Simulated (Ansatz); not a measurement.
The starting structures come from a database of crystals and need not be the phases stable at ambient conditions.

 Where the default PAW files enter, the runs use the earlier of Ansatz's two default sets.

Here is the system:

```xyz
8
Lattice="5.9728 0.0000 0.0000 0.0000 5.9805 0.0000 -1.1959 0.0000 3.5855" Properties=species:S:1:pos:R:3 pbc="T T T"
Na     1.6877     4.4854     2.5551
Na     3.0893     1.4951     1.0304
Au     0.0355     1.4951     0.0118
Au     4.7415     4.4854     3.5736
O      1.3136     5.9402     0.4381
O      3.4633     0.0403     3.1473
O      3.4633     2.9499     3.1473
O      1.3136     3.0306     0.4381
```

Space group of this cell: Cmcm. The cell is taken as given; by PBEsol its mean pressure is -5.2 GPa.

Transport runs along the normal of the first two printed cell vectors.

No gap correction and no spin-orbit coupling; mid-gap values are interpolated between computed energies.

### Question
Estimate the band gap and the smallest decay constant κ at mid-gap that PBEsol (Ansatz, a program for electronic structure) returns for this system.

### Answer
Gap 0.99 eV on a 8×6×8 mesh; κ = 0.425 1/Å, at (0.500, 0.500) of the in-plane reciprocal vectors. At the zone centre, at the nearest computed energy, the slowest state has κ = 0.43 1/Å.
